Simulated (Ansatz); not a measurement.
Effect of isotropic strain −3.56 % on BaTiO3

Start from BaTiO3 (space group P4mm, No. 99; a = 3.955 Å, c = 4.044 Å).

One thing is altered: the cell is scaled by 0.9644 in all directions, atoms relaxed at fixed cell.

Level of theory: Kohn–Sham DFT with the PBEsol functional, run in Ansatz (an electronic-structure program) with PAW and 420 eV plane waves, spin-orbit coupling left out. k-mesh 8×8×8 (Γ-centred); smearing 0.05 eV (Fermi–Dirac).

* **Volume per atom**: 11.35 Å³ (base 12.65 Å³)
* **Space group**: P4mm (No. 99) (base P4mm (No. 99))
* **Shortest interatomic distance**: 1.907 Å (base 1.840 Å)
* **Energy relative to the base (free energy F)**: +79 meV/atom
* **Pressure (mean of the normal stresses, compression positive)**: 22.03 GPa (base 0.00 GPa)
* **Band gap**: 1.92 eV (base 1.85 eV)
* **Gap character**: direct at Γ (base indirect, A → Γ)
* **Valence-band top at Γ (three highest levels, from the VBM)**: 0.00, 0.00, -0.04 eV
* **Largest internal atomic displacement**: 0.094 Å

Stability against distortions was not tested. All final runs are without spin polarisation.
